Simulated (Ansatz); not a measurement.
## A computed series for hypothetical diamond Au: pressure series

The reference is Au in the diamond structure (space group Fd-3m, No. 227; a = 6.162 Å; a hypothetical phase, not in the database extracts checked).

Cell and atoms are relaxed at each pressure.

All numbers come from PBE (Ansatz, an electronic-structure program), no spin-orbit coupling.

Notes on the quantities. enthalpy: H = E + PV relative to the base's energy.

```tsv
case	lattice parameter a	enthalpy
base	6.162 Å	–
pressure −2 GPa	6.252 Å	-0.37 eV/atom
pressure −1 GPa	6.204 Å	-0.18 eV/atom
pressure 0.3 GPa	6.151 Å	+0.05 eV/atom
pressure 0.7 GPa	6.136 Å	+0.13 eV/atom
pressure 1.5 GPa	6.109 Å	+0.27 eV/atom
pressure 3 GPa	6.062 Å	+0.53 eV/atom
pressure 5 GPa	6.008 Å	+0.88 eV/atom
pressure 7.5 GPa	5.951 Å	+1.29 eV/atom
pressure 10 GPa	5.902 Å	+1.70 eV/atom
```

Load acts through the strain it causes; cell and atoms are relaxed under it. No phonon test of stability was made. Competing high-pressure phases were not computed.
